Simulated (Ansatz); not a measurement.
## Smallest direct gap on the k points sampled of SnS2 (Fd-3m, No. 227, 12 atoms in the cell; start mp-1095397; a measured phase of this formula has another space group) at several levels of theory

No measured value is used here.

```json
[
 {"level (code)": "LDA (Ansatz)", "value (eV)": "1.04"},
 {"level (code)": "PBEsol (Ansatz)", "value (eV)": "1.16"},
 {"level (code)": "PBEsol+SOC (Ansatz)", "value (eV)": "1.15"},
 {"level (code)": "dielectric-dependent PBEsol hybrid (Ansatz)", "value (eV)": "2.00"},
 {"level (code)": "HSE06 (Ansatz)", "value (eV)": "___"},
 {"level (code)": "HSE06+SOC (Ansatz)", "value (eV)": "2.12"},
 {"level (code)": "PBE0 (Ansatz)", "value (eV)": "___"}
]
```

Q: What belongs in the gaps?

A: 
- HSE06 (Ansatz, a program for electronic structure), value (eV): 2.14
- PBE0 (Ansatz), value (eV): 2.84

At these levels the smallest gap is indirect and lower: LDA 0.95, PBEsol 1.06, PBEsol+SOC 1.06, dielectric-dependent PBEsol hybrid 1.87, HSE06 1.99, HSE06+SOC 1.99, PBE0 2.68 eV. Computed values are for a static lattice. Spin–orbit coupling is included only where a level's name says +SOC; with heavier elements it mostly lowers gaps and can invert bands.  Values are at the PBEsol cell. Cutoffs and k meshes differ between the levels. Ansatz's density-functional and Hartree–Fock values are scalar-relativistic unless marked +SOC, with PAW data made under PBE.

A start named mp-… is a Materials Project structure, which need not be a measured phase.
